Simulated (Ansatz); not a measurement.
The starting structures come from a database of crystals and need not be the phases stable at ambient conditions.

## Evanescent states of Sr₃Ti₂O₇ (I4/mmm, not sure to be the ambient phase, 12 atoms a cell, 13.0 Å³ an atom) along the normal of (110)

The numbers are results of r2SCAN (plane waves, PAW; Ansatz, a quantum-chemistry and plane-wave program), not measurements.

The gap is the functional's own, uncorrected, and κ follows it; spin-orbit coupling is left out. Mid-gap values are interpolated between the computed energies.

Energies count from the valence-band top; κ is the least over a 6×4 mesh across the current.

| E (eV) | κ (1/Å) | where |
|---|---|---|
| 0.06 | 0.134 | off Γ |
| 0.18 | 0.212 | off Γ |
| 0.30 | 0.228 | off Γ |
| 0.42 | 0.241 | off Γ |
| 0.54 | (withheld) | off Γ |
| 0.66 | (withheld) | off Γ |
| 0.78 | (withheld) | off Γ |
| 0.90 | (withheld) | off Γ |
| 1.02 | (withheld) | off Γ |
| 1.14 | (withheld) | off Γ |
| 1.26 | (withheld) | off Γ |
| 1.38 | (withheld) | off Γ |
| 1.50 | (withheld) | Γ |
| 1.62 | (withheld) | Γ |
| 1.74 | (withheld) | Γ |
| 1.86 | 0.206 | Γ |
| 1.98 | 0.183 | Γ |
| 2.10 | 0.153 | Γ |
| 2.22 | 0.110 | Γ |

Problem. Fill in the missing entries.

Solution. 
- 0.54, κ (1/Å): 0.251
- 0.66, κ (1/Å): 0.258
- 0.78, κ (1/Å): 0.263
- 0.90, κ (1/Å): 0.266
- 1.02, κ (1/Å): 0.267
- 1.14, κ (1/Å): 0.266
- 1.26, κ (1/Å): 0.263
- 1.38, κ (1/Å): 0.257
- 1.50, κ (1/Å): 0.248
- 1.62, κ (1/Å): 0.237
- 1.74, κ (1/Å): 0.223
